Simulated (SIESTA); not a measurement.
Band structure of the (001) slab of ZrS2 (cut from a parent of space group no. 164; 6 atoms in the cell).

```xyz
6
Lattice="3.6600 0.0000 0.0000 -1.8300 3.1697 0.0000 0.0000 0.0000 18.7300" Properties=species:S:1:pos:R:3 pbc="T T T"
Zr     0.0000     0.0000     6.4550
Zr     0.0000     0.0000    12.2750
S      0.0000     2.1131     7.9100
S      1.8300     1.0565     5.0000
S      0.0000     2.1131    13.7300
S      1.8300     1.0565    10.8200
```

Method: GGA PBE, numerical atomic orbitals DZP, PseudoDojo PBE standard norm-conserving potentials (rewritten from UPF to PSML) (SIESTA).

Settings: XC.functional = GGA; XC.authors = PBE; potentials = PseudoDojo PBE standard; PAO.BasisSize = DZP; PAO.EnergyShift = 0.01 Ry; MeshCutoff = 400 Ry; kgrid.MonkhorstPack = 5 5 1; OccupationFunction = MP; OccupationMPOrder = 0; ElectronicTemperature = 1160.45 K; MaxSCFIterations = 150; SCF.Mixer.Method = Pulay; SCF.Mixer.Weight = 0.1; SCF.Mixer.History = 8.

The starting cell has typed, rounded lattice constants, without a prior relaxation at this level. The slab is cut from that crystal, and its faces are unrelaxed. Spin polarisation is off, though cut faces can carry moments; a gap of a slab can lie between surface states. Values carry the incompleteness of an atom-centred basis.

Task: Predict the gap along the standard path and the places of the band edges.

Result: The gap along the path is 0.85 eV, from Γ to M; the smallest direct gap on it is 1.40 eV.

Levels in eV from the top of the valence band on the path, bands 21 to 25:
| point | 21 | 22 | 23 | 24 | 25 |
|---|---|---|---|---|---|
| Γ | -0.08 | -0.08 | 0.00 | 0.00 | 1.40 |
| M | -1.52 | -1.10 | -0.93 | -0.93 | 0.85 |
| K | -1.88 | -1.88 | -1.87 | -1.54 | 2.16 |

Higher empty bands are left out: an atom-centred basis made for the valence describes them poorly.
